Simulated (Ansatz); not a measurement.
The starting structures come from a database of crystals and need not be the phases stable at ambient conditions.

The decay constant κ of evanescent states in the gap governs leakage through a thin film.

Input:

```xyz
4
Lattice="7.9647 0.0000 0.0000 -2.6697 7.5274 0.0000 -1.3348 3.7637 2.3056" Properties=species:S:1:pos:R:3 pbc="T T T"
Mg     2.6301     3.7575     0.0000
Cd     0.0108     0.0038     0.0000
Te     2.6874     0.9531     0.0000
Te     5.2732     4.6949     0.0000
```

The cell is taken as given; by PBEsol it stands under a pressure of -0.9 GPa.

Transport runs along the normal of the first two printed cell vectors, the (110) plane of the conventional cell.

The gap is the functional's own. No spin-orbit coupling. Mid-gap values are those at the computed energy nearest the middle.

**Question.** State the band gap and the smallest decay constant κ at mid-gap according to PBEsol run with Ansatz (a program for electronic structure).

**Answer.** Gap 1.20 eV on a 14×14×14 mesh; κ = 0.085 1/Å, at the zone centre.
